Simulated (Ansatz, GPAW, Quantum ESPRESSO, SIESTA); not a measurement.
# One structure in several programs: Au (Fm-3m, 1 atom in the cell)

Self-consistent single point.

```xyz
1
Lattice="0.0000 2.0400 2.0400 2.0400 0.0000 2.0400 2.0400 2.0400 0.0000" Properties=species:S:1:pos:R:3 pbc="T T T"
Au     0.0000     0.0000     0.0000
```

Shared settings, as Ansatz (a quantum-chemistry and plane-wave program) writes them: kpoints.mp_grid.grid = 18 18 18; scf.occupations.method = gaussian; scf.occupations.width = 0.1 eV. Potentials and cutoffs stand in the table.

```tsv
code	model	pressure (GPa)	cutoff
Quantum ESPRESSO	LDA (PZ), GBRV 1.5 ultrasoft (LDA) pseudopotentials	-4.60	40 Ry
Ansatz	LDA (PW92), default PAW files made with PBE	-4.28	default
SIESTA	LDA PW92, numerical atomic orbitals DZP, PseudoDojo LDA standard norm-conserving potentials (rewritten from UPF to PSML)	-7.74	grid 400 Ry
GPAW	LDA (Perdew-Wang 92), GPAW PAW datasets LDA (gpaw-data 1.0.1)	-0.95	600 eV
```

On Ansatz's run: spin-orbit coupling is off.

The spread over the programs that give each value: pressure within 6.79 GPa.

SIESTA uses small atom-centred bases, whose incompleteness enters pressures, forces and empty levels differently from a plane-wave cutoff. Ansatz's pressure is given at a fixed set of plane waves, as the other plane-wave codes print theirs; with its correction for the finite basis it is -4.24 GPa. The same LDA comes in different parametrisations, which differ slightly. In the pressure, SIESTA (by 3.45) and GPAW (by 3.33) lie more than 1 GPa from the median of the plane-wave programs.

The starting cell has typed, rounded lattice constants, without a prior relaxation at this level.

Left out of this page: ABINIT (with a known weakness of the program); Elk and FLEUR (not drawn, or without a comparable value).

Keys are those of Ansatz 0.2.
